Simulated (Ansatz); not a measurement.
**What uniaxial strain ε_xx = −0.54 % does to ScCu**

The parent structure is ScCu in the CsCl type structure (space group Pm-3m, No. 221; a = 3.210 Å; relaxed with 0.1 eV smearing). Axes: x, y, z lie along the cube axes.

Perturbation: uniaxial strain ε_xx = −0.54 %, all other strain components held at zero; the atoms relax in the strained cell.

Calculations: PBEsol, PAW, 420 eV (Ansatz, a quantum-chemistry and plane-wave program; without spin-orbit coupling). Settings: 18×18×18 k-points, 0.1 eV Fermi–Dirac smearing.

* **Volume per atom**: 16.45 Å³ (base 16.54 Å³)
* **Space group**: P4/mmm (No. 123) (base Pm-3m (No. 221))
* **Shortest interatomic distance**: 5.244 bohr (base 5.253 bohr)
* **Energy relative to the base (free energy F)**: +0.2 meV/atom
* **Pressure (mean of the normal stresses, compression positive)**: 0.5 GPa (base 0.0 GPa)
* **Band gap**: zero (base zero)
* **Stress (xx, yy, zz, yz, xz, xy; compression positive)**: (0.8, 0.4, 0.4, 0.0, 0.0, 0.0) GPa

Whether these cells are dynamically stable was not tested. All final runs are without spin polarisation.
